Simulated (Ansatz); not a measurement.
Worked example: self-consistent single point of Ge2Mo (Fddd, 6 atoms in the cell) in Ansatz (a first-principles code).

Computed with PBE (plane waves, PAW; Ansatz).

```
Ge2Mo
1.0
    0.00000     4.15763     4.30015
    2.41398     0.00000     4.30015
    2.41398     4.15763     0.00000
Ge Mo
4 2
Cartesian
  2.41398   5.51717   4.30015
  2.41398   2.79808   4.30015
  3.62097   4.87689   6.45023
  3.62097   7.59598   6.45023
  0.00000   0.00000   0.00000
  1.20699   2.07881   2.15008
```

Reference input (self-consistent single point, DFT, PBE, plane waves, default PAW files): kpoints.mp_grid.grid = 7 7 7; hamiltonian.xc = pbe; hamiltonian.pseudopotentials = {kind: paw} (the program's default PAW files); scf.occupations.method = cold; scf.occupations.width = 0.1 eV. This run's input differs from it in these lines:

Ansatz 0.2 input:
```diff
@@ -14,3 +14,3 @@
 kpoints:
-  mp_grid: { grid: [7, 7, 7] }
+  mp_grid: { grid: [6, 6, 6] }
 hamiltonian:
```

Log, with long lists cut:

```
SCF iter   1: F=—  HF=-27091.945733 eV  |F-HF|=—  |Δ(HF+E_count)|=         —  Δρ=9.89e-3  dr2=1.45e-1  ethr=1.77e-3  ⟨swp⟩=5.9  Hψ=8040  notcnv=0
all-band conjugate gradients solve this SCF's bands
preconditioner: auto → Kerker (q_TF=auto, 2.716 Å⁻¹)
SCF iter   2: F=—  HF=-27091.930168 eV  |F-HF|=—  |Δ(HF+E_count)|=   1.56e-2  S|Δr|=    0.00e0  Δρ=5.36e-3  dr2=4.27e-2  ethr=1.73e-4  ⟨swp⟩=1.0  Hψ=2714  notcnv=0
   [... lines left out ...]
SCF iter   5: F=—  HF=-27091.923012 eV  |F-HF|=—  |Δ(HF+E_count)|=   3.11e-5  S|Δr|=    0.00e0  Δρ=8.75e-5  dr2=3.32e-6  ethr=8.89e-8  ⟨swp⟩=2.1  Hψ=3999  notcnv=0  defer=1
SCF iter   6: F=—  HF=-27091.923013 eV  |F-HF|=—  |Δ(HF+E_count)|=   8.51e-7  S|Δr|=    0.00e0  Δρ=1.51e-5  dr2=1.76e-7  ethr=3.96e-9  ⟨swp⟩=2.9  Hψ=4253  notcnv=0  defer=1
SCF iter   7: F=-27091.923013 eV  HF=-27091.923013 eV  |F-HF|=7.17e-10  |Δ(HF+E_count)|=   2.69e-9  S|Δr|=    0.00e0  Δρ=3.40e-6  dr2=6.95e-9  ethr=1.19e-10  ⟨swp⟩=8.1  Hψ=8555  notcnv=0
SCF 1 converged in 7 iterations: F = -27091.923013 eV  dr2 = 6.95e-9
Stability not checked (fill_not_monotonic)
Free energy (F): -27091.923013 eV
Internal energy: -27091.925334 eV  (E = F + TS)
E sigma→0 (E₀):  -27091.923786 eV
Entropy (-TS):   0.002321 eV (0.387 meV/atom)
Fermi energy:    18.399763 eV
--- Forces (eV/Å), atoms counted from 1 ---
  atom   1  Ge    -0.00000000     0.15403523     0.00000000
  atom   2  Ge     0.00000000    -0.15403523     0.00000000
  atom   3  Ge     0.00000000    -0.15403523    -0.00000000
  atom   4  Ge     0.00000000     0.15403523    -0.00000000
  atom   5  Mo    -0.00000000     0.00000000     0.00000000
  atom   6  Mo     0.00000000     0.00000000     0.00000000
--- Stress (GPa, compression-positive) ---
        8.482833       0.000000       0.000000
        0.000000      15.081388       0.000000
        0.000000       0.000000      19.204473
  P = ⅓ Tr σ = 14.2562 GPa (142.562 kbar)
  The stress holds the Pulay correction. Without it, at fixed plane waves, as pw.x and ABINIT print it: P = 14.2052 GPa
```

The run converged in 7 iterations. Against the reference run the free energy is nearly the same (within 1 meV/atom), the pressure moves little (14.24 to 14.26 GPa) and the largest force goes from 0.170 to 0.154 eV/Å.

The starting cell was generated: these elements placed on a structure prototype, without a prior relaxation; it need not be a known phase or ordering of this composition. Its lattice was rescaled by a random factor within 2.5 % of one. Spin polarisation is off. Ansatz's pressure includes its estimate of the finite-basis (Pulay) stress.
